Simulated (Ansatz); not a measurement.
CaF2: pressure series

Base system: CaF2 in the fluorite structure (space group Fm-3m, No. 225).

```xyz
3
Lattice="0.0000 2.7555 2.7555 2.7555 0.0000 2.7555 2.7555 2.7555 0.0000" Properties=species:S:1:pos:R:3 pbc="T T T"
Ca     0.0000     0.0000     0.0000
F      1.3778     1.3778     1.3778
F      4.1333     4.1333     4.1333
```

Cell and atoms are relaxed at each pressure.

Method: Kohn–Sham DFT with the PBE functional, run in Ansatz (a program for electronic structure) with PAW and 420 eV plane waves, no SOC, earlier PAW set.

```csv
pressure (GPa),volume per atom (Å³/atom)
-2,14.336
0,13.948
3,13.459
7,12.925
15,?
30,11.074
50,10.159
75,9.377
100,8.805
```

Task: Fit the third-order Birch–Murnaghan form P(V) = (3B₀/2)[(V₀/V)^(7/3) − (V₀/V)^(5/3)]·[1 + (3/4)(B₀′ − 4)((V₀/V)^(2/3) − 1)] (squares taken in P) to the rows shown and predict the withheld row.

Result: Least squares on the printed values gives V₀ = 13.946 Å³/atom, B₀ = 78.3 GPa, B₀′ = 4.4; this predicts 12.117 Å³/atom, and the run gives 12.112 Å³/atom, 0.005 lower.

Load acts through the strain it causes; cell and atoms are relaxed under it. Stability against distortions was not tested. Competing high-pressure phases were not computed.
